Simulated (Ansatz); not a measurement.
Nb (Fmmm): band-structure transport figures

Given:

```
CELL_PARAMETERS angstrom
     -1.64594     1.64594     1.63877
      1.64594    -1.64594     1.63877
      1.62047     1.62047    -1.63877
ATOMIC_POSITIONS crystal
  Nb 0.00000 0.00000 0.00000
```

Level of theory: PBEsol, rigid bands (plane waves, PAW, scalar-relativistic; Ansatz, an electronic-structure program). Condition of this run: uniaxial stress along [110] of 1 GPa (compression positive) (the target of the relaxation). Cell: cell and atoms relaxed with PBEsol, then loaded as said.

- density of states at the Fermi level = 1.43 states/(eV·cell), both spins
- bare Sommerfeld coefficient = 3.4 mJ/(mol of atoms·K²)
- Drude plasma energy = 9.4 eV
- root-mean-square Fermi velocity = 6.4e5 m/s
- resistivity times τ = 5.5 ×10⁻²² Ω·m·s
- resistivity times mean free path = 3.8 ×10⁻¹⁶ Ω·m²

A metal at this level (no band gap); rigid bands, thermally averaged at 300 K, both spins. Spin-orbit coupling is left out. τ is one relaxation time for all states; the product of resistivity and mean free path takes one path for all states instead.
